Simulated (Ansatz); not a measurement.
```
BP
1.0
   -0.03605     2.29852     2.28474
    2.28372     0.00136     2.24733
    2.26146     2.23886     0.02362
P B
1 1
Direct
  0.74767   0.75015   0.75207
  0.00233   0.99985   0.99793
```

No spin polarisation.

Level of theory: plane-wave PAW DFT at the PBEsol level (Ansatz, a program for electronic structure, 420 eV), no spin-orbit coupling. Settings: 13×13×13 k-points, 0.05 eV Fermi–Dirac smearing.

Problem. Predict the band gap and stress.

Solution. 
- Band gap: 0.79 eV
- Stress (xx, yy, zz, yz, xz, xy; compression positive): (-4.55, -1.73, -0.32, -5.01, 1.08, 4.61) GPa

The cells carry an imposed strain or load. Whether these cells are dynamically stable was not tested. The cell was made from BP in the zinc blende structure (space group F-43m, No. 216) by this change: strain tensor (xx, yy, zz, yz, xz, xy) = (+1.35, +0.35, −0.26, +1.35, −0.31, −1.29) %.
